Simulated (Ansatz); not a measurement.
The reference is ZrO₂ in the fluorite structure (space group Fm-3m, No. 225; a = 5.116 Å).

(Cell as relaxed with PBE.)

Levels (all Ansatz, a first-principles code, PAW): PBE (420 eV, scalar-relativistic without spin-orbit coupling); r2SCAN (500 eV, no spin-orbit coupling).

Each level relaxes its own structure.

```
base                      PBE    r2SCAN
-------------------  --------  --------
volume per atom      11.16 Å³  10.98 Å³
lattice parameter a   5.116 Å   5.089 Å
band gap              3.32 eV   3.89 eV
```

The change: a hydrostatic pressure of 4.5 GPa.

```tsv
quantity	PBE	r2SCAN
smallest direct gap	3.81 eV	…
mean gap deformation potential ΔEg/Δln V	-2.8 eV	…
shift of the gap caused by the change	+0.05 eV	…
```

Problem. Predict the r2SCAN column.

Solution. 
- smallest direct gap, r2SCAN: 4.36 eV
- mean gap deformation potential ΔEg/Δln V, r2SCAN: -3.1 eV
- shift of the gap caused by the change, r2SCAN: +0.05 eV

PBE's smallest direct gap lies 0.542 eV below r2SCAN's; the two agree on the shift of the gap caused by the change. Neither level is exact; r2SCAN is the comparison here, not a measurement.

Load acts through the strain it causes; cell and atoms are relaxed under it. Stability against distortions was not tested. This is not the structure that ZrO2 has at room temperature and ambient pressure.
